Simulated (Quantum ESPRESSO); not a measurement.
Worked example: self-consistent single point of Co (P6_3/mmc, 2 atoms in the cell) in Quantum ESPRESSO.

Level of theory: PBE, SSSP 1.1.2 efficiency (PBE) pseudopotentials (plane waves; Quantum ESPRESSO).

The change in words: parallel starting moments (0.15 0.15 μB). Reference geometry:
```
Co
1.0
    2.47200     0.00000     0.00000
   -1.23600     2.14081     0.00000
    0.00000     0.00000     4.02114
Co
2
Direct
  0.33333   0.66667   0.25000
  0.66667   0.33333   0.75000
```
Moments meant for the start (each program seeds them in its own way; μB, in the order of the atoms Co Co): 3.0 3.0.

Reference input (self-consistent single point, DFT, PBE, plane waves, SSSP 1.1.2 efficiency (PBE) pseudopotentials): ecutwfc = 50 Ry; ecutrho = 400 Ry; occupations = smearing; smearing = cold; degauss = 0.019992 Ry; nspin = 2; potentials = {Co: Co_pbe_v1.2.uspp.F.UPF}; K_POINTS = automatic 10 10 6 0 0 0; conv_thr = 1e-10 Ry; mixing_beta = 0.3. This run's input differs from it in these lines:

```diff
@@ -20,3 +20,3 @@
  nspin = 2
- starting_magnetization(1) = 0.176
+ starting_magnetization(1) = 0.009
 /
```

Output (repeated stretches shortened):

```
     Self-consistent Calculation

     iteration #  1     ecut=    50.00 Ry     beta= 0.30

     total energy              =    -594.12818823 Ry
     estimated scf accuracy    <      13.72695123 Ry

     total magnetization       =     0.24 Bohr mag/cell
     absolute magnetization    =     0.24 Bohr mag/cell

     iteration #  2     ecut=    50.00 Ry     beta= 0.30

     total energy              =    -596.86533129 Ry
     estimated scf accuracy    <       0.40176999 Ry

     total magnetization       =     0.46 Bohr mag/cell
     absolute magnetization    =     0.47 Bohr mag/cell

     iteration #  3     ecut=    50.00 Ry     beta= 0.30

   [... lines left out ...]
     absolute magnetization    =     0.49 Bohr mag/cell

   [... 10 blocks of this kind left out ...]

     iteration # 14     ecut=    50.00 Ry     beta= 0.30

     total energy              =    -596.94154149 Ry
     estimated scf accuracy    <          4.7E-09 Ry

     total magnetization       =     0.00 Bohr mag/cell
     absolute magnetization    =     0.00 Bohr mag/cell

     iteration # 15     ecut=    50.00 Ry     beta= 0.30

     Magnetic moment per site  (integrated on atomic sphere of radius R)
     atom   1 (R=0.411)  charge= 15.5890  magn= -0.0000
     atom   2 (R=0.411)  charge= 15.5890  magn= -0.0000
     End of self-consistent calculation

     Number of k-points >= 100: set verbosity='high' to print the bands.

     the Fermi energy is    18.8248 ev

!    total energy              =    -596.94154149 Ry
     estimated scf accuracy    <          1.8E-11 Ry
     smearing contrib. (-TS)   =      -0.00276679 Ry
     internal energy E=F+TS    =    -596.93877470 Ry

     total magnetization       =    -0.00 Bohr mag/cell
     absolute magnetization    =     0.00 Bohr mag/cell

     convergence has been achieved in  15 iterations

     Forces acting on atoms (cartesian axes, Ry/au):

     atom    1 type  1   force =     0.00000000    0.00000000    0.00000000
     atom    2 type  1   force =     0.00000000    0.00000000    0.00000000

     Total force =     0.000000     Total SCF correction =     0.000000

          total   stress  (Ry/bohr**3)                   (kbar)     P=      -82.92
  -0.00051451  -0.00000000   0.00000000          -75.69       -0.00        0.00
  -0.00000000  -0.00051451   0.00000000           -0.00      -75.69        0.00
  -0.00000000  -0.00000000  -0.00066205           -0.00       -0.00      -97.39

   JOB DONE.
```

The run converged in 15 iterations. Against the reference run the free energy goes up by 258 meV/atom, the pressure goes from 4.78 to -8.29 GPa and the size of the net moment goes from 1.68 to 0.00 μB/atom.

The starting cell comes from a database of computed structures (which also holds hypothetical and non-ambient phases and stackings), without a prior relaxation at this level. With a pressure of about -8 GPa the cell is away from its equilibrium volume at this level.

Cost on one core of a shared machine: roughly 60 s.
